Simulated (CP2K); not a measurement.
Worked example: self-consistent single point of KMgF₃ (Pm-3m, 5 atoms in the cell) in CP2K.

Method: LDA (Pade form), GPW, DZVP-MOLOPT-SR-GTH basis, GTH-PADE potentials (GTH_POTENTIALS) (CP2K).

```xyz
5
Lattice="4.0023 0.0000 0.0000 0.0000 4.0023 0.0000 0.0000 0.0000 4.0023" Properties=species:S:1:pos:R:3 pbc="T T T"
K      2.0012     2.0012     2.0012
Mg     0.0000     0.0000     0.0000
F      0.0000     2.0012     0.0000
F      2.0012     0.0000     0.0000
F      0.0000     0.0000     2.0012
```

Reference input (self-consistent single point, DFT PBE, GPW, DZVP-MOLOPT-SR-GTH basis, GTH-PBE potentials (GTH_POTENTIALS)): CUTOFF = 1000 Ry; REL_CUTOFF = 60 Ry; SMEAR/METHOD = FERMI_DIRAC; ELECTRONIC_TEMPERATURE = 232.09 K; KPOINTS/SCHEME = MONKHORST-PACK 4 4 4; GAMMA_CENTERED = T; XC_FUNCTIONAL = PBE; K/BASIS_SET = DZVP-MOLOPT-SR-GTH-q9; K/POTENTIAL = GTH-PBE-q9; Mg/BASIS_SET = DZVP-MOLOPT-SR-GTH-q10; Mg/POTENTIAL = GTH-PBE-q10; F/BASIS_SET = DZVP-MOLOPT-SR-GTH-q7. This run's input differs from it in these lines:

```diff
@@ -44,3 +44,3 @@
     &XC
-      &XC_FUNCTIONAL PBE
+      &XC_FUNCTIONAL PADE
       &END XC_FUNCTIONAL
@@ -78,3 +78,3 @@
       BASIS_SET DZVP-MOLOPT-SR-GTH-q9
-      POTENTIAL GTH-PBE-q9
+      POTENTIAL GTH-PADE-q9
     &END KIND
@@ -82,3 +82,3 @@
       BASIS_SET DZVP-MOLOPT-SR-GTH-q10
-      POTENTIAL GTH-PBE-q10
+      POTENTIAL GTH-PADE-q10
     &END KIND
@@ -86,3 +86,3 @@
       BASIS_SET DZVP-MOLOPT-SR-GTH-q7
-      POTENTIAL GTH-PBE-q7
+      POTENTIAL GTH-PADE-q7
     &END KIND
```

Log, with long lists cut:

```
 SCF WAVEFUNCTION OPTIMIZATION

  Step     Update method      Time    Convergence         Total energy    Change
     1 NoMix/Diag. 0.20E+00      -     2.05810205      -164.5511716084 -1.65E+02
     2 Broy./Diag. 0.20E+00      -     0.02576260      -161.1160096786  3.44E+00
     3 Broy./Diag. 0.20E+00      -     0.05891783      -163.0627696641 -1.95E+00
     4 Broy./Diag. 0.20E+00      -     0.02142801      -164.7035278337 -1.64E+00
     5 Broy./Diag. 0.20E+00      -     0.02992759      -164.1541159271  5.49E-01
     6 Broy./Diag. 0.20E+00      -     0.00229093      -164.3874490398 -2.33E-01
   [... 10 lines left out ...]
    17 Broy./Diag. 0.20E+00      -     0.00000628      -164.3839833838  3.04E-05
    18 Broy./Diag. 0.20E+00      -     0.00000088      -164.3839816662  1.72E-06
    19 Broy./Diag. 0.20E+00      -     0.00000049      -164.3839826206 -9.54E-07
    20 Broy./Diag. 0.20E+00      -     0.00000006      -164.3839809833  1.64E-06
  *** SCF run converged in    20 steps ***

  Overlap energy of the core charge distribution:               0.00000000000000
  Self energy of the core charge distribution:               -380.61357833969788
  Core Hamiltonian energy:                                    107.90847298288720
  Hartree energy:                                             134.84469170896148
  Exchange-correlation energy:                                -26.52356733540202
  Electronic entropic energy:                                  -0.00000000000000
  Fermi energy:                                                 0.11480697080574

  Total energy:                                              -164.38398098325123
  Total energy (extrapolated to T->0):                       -164.38398098325123

                     Mulliken Population Analysis

   [... lines left out ...]

 STRESS| Analytical stress tensor [bar]
 STRESS|                        x                   y                   z
 STRESS|      x       -3.61075726596E+04   4.47041698654E-03   4.47041720308E-03
 STRESS|      y        4.47041698654E-03  -3.61075726596E+04   4.47041803563E-03
 STRESS|      z        4.47041720308E-03   4.47041803563E-03  -3.61075726595E+04
 STRESS| 1/3 Trace                                            -3.61075726595E+04
```

The run converged in 20 iterations. Against the reference run the pressure goes from 4.41 to -3.61 GPa and the gap on the mesh goes from 7.241 to 6.881 eV.

The starting cell comes from a database of computed structures (which also holds hypothetical and non-ambient phases and stackings), without a prior relaxation at this level. Its lattice was rescaled by a random factor within 2.5 % of one. Values carry the incompleteness of an atom-centred basis. With a pressure of about -4 GPa the cell is away from its equilibrium volume at this level.

Cost on one core of a shared machine: roughly 30 s.
